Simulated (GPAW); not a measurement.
```
CELL_PARAMETERS angstrom
      1.23369    -2.13681     0.00000
      1.23369     2.13681     0.00000
      0.00000     0.00000     6.73013
ATOMIC_POSITIONS crystal
  C  0.00000 0.00000 0.25743
  C  0.00000 0.00000 0.75000
  C  0.33333 0.66667 0.25000
  C  0.66667 0.33333 0.75000
```

Level of theory: PBEsol, real-space grid, GPAW PAW datasets PBEsol (made by gpaw-setup) in GPAW.

The set-up and first iterations of a GPAW log for C (P3m1, 4 atoms in the cell):

```
Input parameters:
  convergence: {bands: -2,
                density: 1e-05,
                energy: 1e-05}
  h: 0.18
  kpts: {gamma: True,
         size: (5, 5, 2)}
  maxiter: 150
  mode: fd
  nbands: -4
  occupations: {name: methfessel-paxton,
                order: 0,
                width: 0.1}
  symmetry: {symmorphic: False,
             tolerance: 0.0005}
  xc: PBEsol

species:
  C:
    name: Carbon
    Z: 6.0
    valence: 4
    core: 2
    charge: 0.0
    file: C.PBEsol.gz

    # Using partial waves for C as LCAO basis

Reference energy: -4091.847861  # eV

Spin-paired calculation

Convergence criteria:
 Maximum [total energy] change in last 3 cyles: 1e-05 eV / valence electron
 Maximum integral of absolute [dens]ity change: 1e-05 electrons / valence electron
 Maximum integral of absolute [eigenst]ate change: 4e-08 eV^2 / valence electron
 Maximum number of scf [iter]ations: 150

Symmetries present (total): 6
   [... lines left out ...]
  old densities: 5
  Damping of long wavelength oscillations: 50

Hamiltonian:
  XC and Coulomb potentials evaluated on a 24*24*72 grid
  Interpolation: tri-quintic (5. degree polynomial)
  Poisson solver: FastPoissonSolver using
    Stencil: 8*3+1=25 point O(h^6) finite-difference Laplacian
    FFT axes: [np.int64(0), np.int64(1), np.int64(2)]
    FST axes: []

XC parameters: PBEsol with 2 nearest neighbor stencil

Number of atoms: 4
Number of atomic orbitals: 16
Number of bands in calculation: 12
Number of valence electrons: 16
Bands to converge: 10

Density initialized from atomic densities
  12 bands from LCAO basis set

Atomic positions and initial magnetic moments

Positions:
   0 C      0.000000    0.000000    1.732531    ( 0.0000,  0.0000,  0.0000)
   1 C      0.000000    0.000000    5.047598    ( 0.0000,  0.0000,  0.0000)
   2 C      1.233690    0.712273    1.682532    ( 0.0000,  0.0000,  0.0000)
   3 C      1.233690   -0.712273    5.047598    ( 0.0000,  0.0000,  0.0000)

Unit cell:
           periodic     x           y           z      points  spacing
  1. axis:    yes    1.233690   -2.136814    0.000000    12     0.1781
  2. axis:    yes    1.233690    2.136814    0.000000    12     0.1781
  3. axis:    yes    0.000000    0.000000    6.730130    36     0.1869

  Lengths:   2.467380   2.467380   6.730130
  Angles:   90.000000  90.000000 120.000006

Effective grid spacing dv^(1/3) = 0.1899
     iter     time        total  log10-change:
                         energy   eigst   dens
iter:   1 --:--:--   -40.315287   +1.39
iter:   2 --:--:--   -40.273294   +0.37  -0.83
iter:   3 --:--:--   -43.659396   +0.22  -0.82
iter:   4 --:--:--   -39.058227   +1.14  -0.61
iter:   5 --:--:--   -39.563757   +0.48  -1.15
```

Will this run converge, and how will it end?

The run ended unconverged after 150 iterations. It gives no final result for the task that was set. The log goes on:

```
   [... 2 lines left out ...]
iter:   8 --:--:--   -38.531508   -0.69  -1.95
iter:   9 --:--:--   -38.529971   -0.69  -1.89
iter:  10 --:--:--   -38.519298   -0.70  -1.93
   [... lines left out ...]
iter: 149 --:--:--   -38.519193c  -6.55  -13.21c
iter: 150 --:--:--   -38.519193c  -6.58  -13.09c

Did not converge!

Here are some tips:

1) Make sure the geometry and spin-state is physically sound.
2) Use less aggressive density mixing.
3) Solve the eigenvalue problem more accurately at each scf-step.
4) Use a smoother distribution function for the occupation numbers.
5) Try adding more empty states.
6) Use enough k-points.
7) Don't let your structure optimization algorithm take too large steps.
8) Solve the Poisson equation more accurately.
9) Better initial guess for the wave functions.

See details here:

    https://gpaw.readthedocs.io/documentation/convergence.html
Traceback (most recent call last):
   [... frames left out ...]
gpaw.KohnShamConvergenceError: Did not converge!  See text output for help.
```

The starting cell has typed, rounded lattice constants, without a prior relaxation at this level. Its lattice was rescaled by up to half a per cent. One atom was moved a little off its site on purpose.

The run was DFT PBEsol, real-space grid, GPAW PAW datasets PBEsol (made by gpaw-setup). Main settings of its input:

```
setting                          value
-------------------  -----------------
mode                                fd
h                               0.18 Å
xc                              PBEsol
kpts                             5 5 2
mesh shift (steps)               0 0 0
occupations.name     methfessel-paxton
occupations.width               0.1 eV
occupations.order                    0
nbands                              -4
convergence.density   1e-05 e/electron
convergence.energy   1e-05 eV/electron
convergence.bands                   -2
```
